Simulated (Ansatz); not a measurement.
A periodic model of amorphous Ti₁₀Al₁₂O₃₈:

```xyz
60
Lattice="9.0119 0.0000 0.0000 0.0000 9.0119 0.0000 0.0000 0.0000 9.0119" Properties=species:S:1:pos:R:3 pbc="T T T"
Ti     1.7177     3.4821     5.0403
Ti     5.3368     0.4096     0.8762
Ti     7.1725     4.3823     1.9048
Ti     2.9320     0.6933     2.8468
Ti     2.8502     6.7475     4.5787
Ti     5.9021     3.3044     7.8756
Ti     0.0724     8.4306     8.1466
Ti     5.6811     6.6227     5.5261
Ti     1.4981     5.6118     8.9954
Ti     4.2478     3.3694     3.6827
Al     7.9453     8.4639     4.9661
Al     4.0950     6.3488     1.9512
Al     5.0786     0.9480     5.6783
Al     0.5714     2.2626     0.8788
Al     7.2920     2.8329     4.7830
Al     8.8613     5.5217     5.8745
Al     2.0047     0.3610     6.2380
Al     3.4267     3.3642     0.7810
Al     6.3018     6.3635     8.6820
Al     0.5197     6.8313     2.4804
Al     3.6366     7.7756     7.7837
Al     8.3004     0.8178     2.6229
O      5.8401     5.9926     1.3860
O      7.0771     4.3352     9.0005
O      8.1918     2.6455     1.9253
O      2.4244     8.6202     4.5210
O      3.2188     6.2605     0.0573
O      4.6449     6.3747     3.9021
O      0.6324     5.5054     7.4738
O      3.9342     4.4114     2.1197
O      3.8553     1.7687     1.4527
O      8.5402     5.3423     2.4243
O      7.6319     6.5961     5.2273
O      8.9781     1.1307     8.6992
O      1.9640     8.3090     7.7834
O      1.6597     3.6552     0.5377
O      8.6481     3.8400     5.3104
O      6.0770     2.4522     6.0716
O      5.9624     1.7426     8.7344
O      6.7635     0.2506     1.8376
O      1.1658     0.9497     2.0579
O      3.8722     6.9197     6.2090
O      4.2358     3.6852     8.2891
O      0.6427     7.0685     0.7184
O      3.5681     4.1216     5.1302
O      6.2498     3.6952     3.5442
O      1.7211     2.1227     6.1252
O      8.7059     8.1322     3.3183
O      2.2721     2.7428     3.5011
O      7.8452     1.2375     4.3039
O      5.9397     5.5620     7.0315
O      5.1611     7.9494     8.6818
O      1.4162     5.6717     5.0270
O      6.1282     8.5106     5.4663
O      2.2977     6.4773     2.7315
O      7.6180     7.4369     8.2116
O      3.9425     8.3628     2.0637
O      3.8093     0.4589     6.7669
O      4.4098     1.4807     4.0777
O      0.1807     8.7415     6.2152
```

Computed with PBE, scalar-relativistic without spin-orbit coupling (plane waves to 420 eV, PAW; Ansatz, an electronic-structure program).

Preparation: random packing, a CHGNet melt and quench, and a DFT relaxation. O atoms were pushed apart under 1.9 Å during the dynamics, to hinder bonds among them. The hot cell started wider than the set density and was brought back towards it in steps. It is the lowest in DFT energy of 2 quenches. It is a model cell: composition and starting density were chosen by hand, and all elements were melted together. No dispersion term was used. Its density started from a set value of 3.20 and ended at 3.20 g/cm³. The quench (nominally 280 K/ps over its main leg) was far faster than any real one, so the model tends to hold more defects than a real film. A cell of this size samples the disorder only roughly. The volume was held where the preparation left it, at a PBE pressure of -2.1 GPa (tension). Stress components on the final sampling reach 4.1 GPa.

Bonds are counted up to Ti-Ti 3.12 Å, Ti-Al 2.89 Å, Ti-O 2.52 Å, Al-Al 2.66 Å, Al-O 2.32 Å, O-O 1.58 Å. Two cations that share two anions don't count as bonded, nor two that share one unless they lie closer than Ti-Ti 3.04 Å, Ti-Al 2.81 Å, Al-Al 2.59 Å.

Give the coordination numbers, mean bond lengths and angles.


The mean coordination of Ti by anions comes out as 5.00 (1 with 4, 8 with 5, 1 with 6) and the mean coordination of Al by anions comes out as 4.58 (6 with 4, 5 with 5, 1 with 6). The mean coordination of O comes out as 2.76 (9 with 2, 29 with 3). The mean Al-O bond comes out as 1.854 Å (spread 0.097 Å, 55 counted) and the mean Ti-O bond is 1.951 Å (spread 0.143 Å, 50 counted). The bond angle at Ti is mean 106.0°, spread 25.2°, the bond angle at Al is mean 107.4°, spread 22.4° and the bond angle at O is mean 120.9°, spread 19.5°.

List the pairs of like atoms that count as bonded by the rules above.

There are none by these rules.
